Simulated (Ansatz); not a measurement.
## A computed series for PtTe2: response to strain

Take PtTe2 (space group P-3m1, No. 164; layered; relaxed with 0.1 eV smearing) as the base.

```
CELL_PARAMETERS angstrom
      4.05264     0.00000     0.00000
     -2.02632     3.50969     0.00000
      0.00000     0.00000     5.09694
ATOMIC_POSITIONS crystal
  Te 0.33333 0.66667 0.26692
  Te 0.66667 0.33333 0.73308
  Pt 0.00000 0.00000 0.00000
```

Cartesian axes are those of the cell as printed.

Strains are applied to the cell and any free atomic positions relax; under biaxial strain the out-of-plane vector relaxes too.

Computed with DFT with PBE-D3(BJ), PAW potentials and a 420 eV plane-wave cutoff in Ansatz (a first-principles code), spin-orbit coupling left out.

Notes on the quantities. pressure: mean of the normal stresses, compression positive.

| variant | out-of-plane strain | shortest interatomic distance | pressure |
|---|---|---|---|
| base | – | 2.707 Å | 0.0 GPa |
| biaxial strain −3.00 %, plane normal [001], relaxed out of plane | +3.74 % | 2.682 Å | 3.4 GPa |
| biaxial strain −2.50 %, plane normal [001], relaxed out of plane | +3.08 % | 2.685 Å | 2.8 GPa |
| biaxial strain −2.00 %, plane normal [001], relaxed out of plane | +2.44 % | 2.689 Å | 2.2 GPa |
| biaxial strain −1.50 %, plane normal [001], relaxed out of plane | +1.82 % | 2.693 Å | 1.7 GPa |
| biaxial strain −0.50 %, plane normal [001], relaxed out of plane | +0.60 % | 2.702 Å | 0.5 GPa |
| biaxial strain +0.50 %, plane normal [001], relaxed out of plane | -0.59 % | 2.711 Å | -0.5 GPa |
| biaxial strain +1.50 %, plane normal [001], relaxed out of plane | -1.74 % | 2.721 Å | -1.6 GPa |
| biaxial strain +2.50 %, plane normal [001], relaxed out of plane | -2.88 % | 2.732 Å | -2.6 GPa |
| biaxial strain +3.00 %, plane normal [001], relaxed out of plane | -3.44 % | 2.738 Å | -3.0 GPa |

No phonon test of stability was made. The final runs are not spin-polarised.
